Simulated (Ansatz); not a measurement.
The starting structures come from a database of crystals and need not be the phases stable at ambient conditions.

By PBEsol, the system below comes out a metal.

The ballistic (Sharvin) conductance counts the channels at the Fermi level: G/A = (e²/h) × channels of both spins per area.

Data:

```
NbN
1.0
    2.99075     0.00000     0.00000
    0.00000    11.46140     0.00000
    1.49538     0.00000     2.51236
Nb N
4 4
Direct
  0.66667   0.12285   0.66667
  0.33333   0.87715   0.33333
  0.33333   0.62285   0.33333
  0.66667   0.37715   0.66667
  0.00000   0.00000   0.00000
  0.00000   0.50000   0.00000
  0.66667   0.75000   0.66667
  0.33333   0.25000   0.33333
```

Space group of this cell: Cmcm. The cell is strained (lengths along the current scaled by 0.97, ions clamped); by PBEsol its mean pressure is -5.5 GPa.

The current flows along the normal of the first two printed cell vectors. No spin-orbit coupling; the value is a mean over 0.1 eV about the Fermi level.

Problem. State the ballistic conductance per area according to PBEsol in Ansatz (an electronic-structure program).

Solution. 0.59 × 10¹⁵ S/m² for both spins.
